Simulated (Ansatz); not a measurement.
Relaxed 54-atom cells of (Ge,Sn) in the diamond type, of low symmetry and near-random order, with the end members in the same type and cell. Here −b is the interaction parameter Ω of a regular solution. Left out are ordered and sheared cells and those that changed their type; one cell stands for each fraction.

Calculation: PBE (plane waves to 420 eV, PAW; Ansatz, a first-principles code). No spin–orbit coupling.

```json
[
 {"cell": "Ge", "fraction of Sn": "0", "mixing enthalpy (meV a mixed site)": "0"},
 {"cell": "Sn31Ge23", "fraction of Sn": "0.5741", "mixing enthalpy (meV a mixed site)": "withheld"},
 {"cell": "Sn43Ge11", "fraction of Sn": "0.7963", "mixing enthalpy (meV a mixed site)": "31"},
 {"cell": "Sn23Ge4", "fraction of Sn": "0.8519", "mixing enthalpy (meV a mixed site)": "24"},
 {"cell": "Sn", "fraction of Sn": "1", "mixing enthalpy (meV a mixed site)": "0"}
]
```

Problem. Fit y = y0 + (y1 − y0) x − b x (1 − x), with y0 and y1 the end rows to the rows shown by least squares, with x the second column and y the third, and predict the withheld row.

Solution. The fit gives b = -191, with a root-mean-square miss of 0.0 on the rows shown. At x = 0.5741 it predicts 47; the run gives 52, a miss of -5.
